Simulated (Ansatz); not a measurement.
The structure below was relaxed with r2SCAN, PAW, 500 eV (Ansatz, a quantum-chemistry and plane-wave program; no SOC).

```yaml
crystal:
  lattice:
    - [4.51922, 0.00000, 0.00000]
    - [-2.25961, 3.91376, 0.00000]
    - [0.00000, 0.00000, 7.48906]
  atoms:
    - { symbol: Ba, position: [0.33333, 0.66667, 0.75000] }
    - { symbol: Ba, position: [0.66667, 0.33333, 0.25000] }
```

### Question
Find the space group and the Wyckoff positions.

### Answer
Space group P6₃/mmc (No. 194); a = b = 4.5192 Å, c = 7.4891 Å, α = β = 90.00°, γ = 120.00°

```tsv
atom	site	symmetry	x	y	z
Ba	2d	-6m2	0.6667	0.3333	0.2500
```

### Question
Describe the coordination.

### Answer
The crystal has 2 atoms in its conventional cell. Lattice parameters: a = b = 4.519 Å, c = 7.489 Å, α = β = 90.00°, γ = 120.00°. Ba is coordinated by 12 Ba at 4.519–4.564 Å (anticuboctahedral). (Neighbours: up to the widest gap in distance over summed covalent radii, below 1.35, at either atom.)

No phonon test of stability was made. The cell was made from Mg by this change: Mg → Ba; the result is a hypothetical phase, not in the database extracts checked.
